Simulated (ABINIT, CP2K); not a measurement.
An ABINIT input for a self-consistent single point of NiSi2 (Fm-3m, 3 atoms in the cell) (DFT, PBEsol, plane waves, norm-conserving pseudopotentials (PseudoDojo nc-sr-04 PBEsol standard)):

```
# NiSi2, PseudoDojo nc-sr-04 PBEsol standard
pp_dirpath "./"
pseudos "Si.upf, Ni.upf"
acell 3.7745699391 3.7745699391 3.7745699391 Angstrom
rprim
        -0.0000000000    0.7071067812    0.7071067812
         0.7071067812   -0.0000000000    0.7071067812
         0.7071067812    0.7071067812   -0.0000000000
natom 3
ntypat 2
znucl 14 28
typat 1 1 2
xcart
         2.5218621900    2.5218621900    2.5218621900
         7.5655865701    7.5655865701    7.5655865701
         0.0000000000    0.0000000000    0.0000000000
ecut 1333 eV
occopt 7
tsmear 0.00499791
nband 18
kptopt 1
ngkpt 9 9 9
nshiftk 1
shiftk 0 0 0
nstep 60
toldfe 1.0e-09
prtwf 0
prtden 0
prtvol 1
```

**Question.** Give the CP2K input for the same structure, mesh, smearing and functional.

**Answer.** This is the input that was run; spellings and numerical settings could be chosen otherwise.

```
&GLOBAL
  PROJECT run
  RUN_TYPE ENERGY_FORCE
  PRINT_LEVEL LOW
&END GLOBAL
&FORCE_EVAL
  METHOD Quickstep
  STRESS_TENSOR ANALYTICAL
  &DFT
    BASIS_SET_FILE_NAME BASIS_MOLOPT
    POTENTIAL_FILE_NAME GTH_POTENTIALS
    &QS
      METHOD GPW
      EPS_DEFAULT 1E-11
    &END QS
    &MGRID
      CUTOFF 600
      REL_CUTOFF 40
      NGRIDS 5
    &END MGRID
    &SCF
      SCF_GUESS ATOMIC
      EPS_SCF 1E-7
      MAX_SCF 100
      ADDED_MOS 5
      &DIAGONALIZATION
        ALGORITHM STANDARD
      &END DIAGONALIZATION
      &MIXING
        METHOD BROYDEN_MIXING
        ALPHA 0.2
        NBUFFER 12
      &END MIXING
      &SMEAR ON
        METHOD GAUSSIAN
        SIGMA [eV] 0.136
      &END SMEAR
    &END SCF
    &KPOINTS
      SCHEME MONKHORST-PACK 9 9 9
    &END KPOINTS
    &XC
      &XC_FUNCTIONAL
        &PBE
          PARAMETRIZATION PBESOL
        &END PBE
      &END XC_FUNCTIONAL
    &END XC
    &PRINT
      &MO
        EIGENVALUES T
        OCCUPATION_NUMBERS T
        NDIGITS 8
        FILENAME mo
        &EACH
          QS_SCF 0
        &END EACH
        ADD_LAST NUMERIC
      &END MO
      &MULLIKEN OFF
      &END MULLIKEN
    &END PRINT
  &END DFT
  &SUBSYS
    &CELL
      A 3.77457000 0.00000000 0.00000000
      B 1.88728500 3.26887300 0.00000000
      C 1.88728500 1.08962400 3.08192300
      PERIODIC XYZ
    &END CELL
    &COORD
      Si       1.88728500     1.08962425     0.77048075
      Si       5.66185500     3.26887275     2.31144225
      Ni       0.00000000     0.00000000     0.00000000
    &END COORD
    &KIND Si
      BASIS_SET DZVP-MOLOPT-SR-GTH-q4
      POTENTIAL GTH-PBE-q4
    &END KIND
    &KIND Ni
      BASIS_SET DZVP-MOLOPT-SR-GTH-q18
      POTENTIAL GTH-PBE-q18
    &END KIND
  &END SUBSYS
  &PRINT
    &FORCES ON
    &END FORCES
    &STRESS_TENSOR ON
    &END STRESS_TENSOR
  &END PRINT
&END FORCE_EVAL
```

Basis settings and potentials, where a program has them, do not carry over. This input uses DFT PBEsol, GPW, DZVP-MOLOPT-SR-GTH basis, GTH-PBE potentials (GTH_POTENTIALS). Both were run: pressure 5.23 GPa in ABINIT and 6.82 in CP2K.

On ABINIT: the starting cell has typed, rounded lattice constants, without a prior relaxation at this level. Its lattice was rescaled by a random factor within 2.5 % of one. Spin polarisation is off. With a pressure of about 5 GPa the cell is away from its equilibrium volume at this level.

On CP2K: the starting cell has typed, rounded lattice constants, without a prior relaxation at this level. Its lattice was rescaled by a random factor within 2.5 % of one. Spin polarisation is off. Values carry the incompleteness of an atom-centred basis. The potentials were made for another functional than the one used. With a pressure of about 7 GPa the cell is away from its equilibrium volume at this level.
